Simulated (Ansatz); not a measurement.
## Effect of isotropic strain −0.31 % on hypothetical P6_3/mmc PtSe2

The reference is PtSe$_{2}$ in the 2H-MoS2 type structure (space group P6_3/mmc, No. 194; a = 3.591 Å, c = 11.251 Å; a hypothetical phase, not in the database extracts checked; layered, stacked along the Cartesian z axis).

Perturbation: the cell is scaled by 0.9969 in all directions; the atoms relax in the strained cell.

All numbers come from r2SCAN+rVV10/PAW in Ansatz (a quantum-chemistry and plane-wave program), spin-orbit coupling left out. Settings: 15×15×4 k-points, 0.05 eV Fermi–Dirac smearing.

| quantity | base | changed | shift |
|---|---|---|---|
| volume per atom | 20.94 Å³ | 20.75 Å³ | -0.19 Å³ |
| space group | P6_3/mmc (No. 194) | P6_3/mmc (No. 194) | – |
| shortest interatomic distance | 2.554 Å | 2.552 Å | -0.002 Å |
| energy relative to the base (free energy F) | 0 meV/atom | +0.3 meV/atom | +0.3 meV/atom |
| pressure (mean of the normal stresses, compression positive) | 0.0 GPa | 0.5 GPa | +0.5 GPa |
| band gap | zero | zero | – |
| largest internal atomic displacement | – | 0.010 Å | – |

Whether these cells are dynamically stable was not tested. The final runs are not spin-polarised. PtSe2 has a high density of states at the Fermi level and may be magnetic at this level.
